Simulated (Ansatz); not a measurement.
Input:

End structure of a constructed model of the (111) surface of fcc Pt, (√3x√3)R30° surface alloy, Mn on one Pt site of the top plane (bottom of the slab: a bare face, its two planes held):

```
CELL_PARAMETERS angstrom
      4.21082     2.43112     0.00000
     -4.21082     2.43112     0.00000
      0.00000     0.00000    27.50000
ATOMIC_POSITIONS crystal
  Pt 0.00000 0.66667 0.29152
  Pt 0.33333 0.33333 0.29152
  Pt 0.66667 0.00000 0.29152
  Pt 0.00000 0.33333 0.37487
  Pt 0.33333 0.00000 0.37487
  Pt 0.66667 0.66667 0.37487
  Pt 0.00000 0.00000 0.45741
  Pt 0.33333 0.66667 0.45793
  Pt 0.66667 0.33333 0.45793
  Pt 0.00000 0.66781 0.54095
  Pt 0.33219 0.33219 0.54095
  Pt 0.66781 0.00000 0.54095
  Pt 0.00000 0.32927 0.62507
  Pt 0.32927 0.00000 0.62507
  Pt 0.67073 0.67073 0.62507
  Mn 0.00000 0.00000 0.70746
  Pt 0.33333 0.66667 0.70659
  Pt 0.66667 0.33333 0.70659
```

Set-up: 18 atoms, 11.5 Å thick at the start; mesh 9x9x1; 0.1 eV smearing; dipole correction on; 6 atoms held, the rest relaxed; symmetry of the start imposed; spin-polarised, ending with about 4.1 μB a cell; orders that need a larger cell were not tried, no spin-orbit, no U. It is one candidate, not shown to be the stable structure of the face.

Question: Predict the work function of the top face from PBE (Ansatz, a quantum-chemistry and plane-wave program).

Answer: 5.24 eV
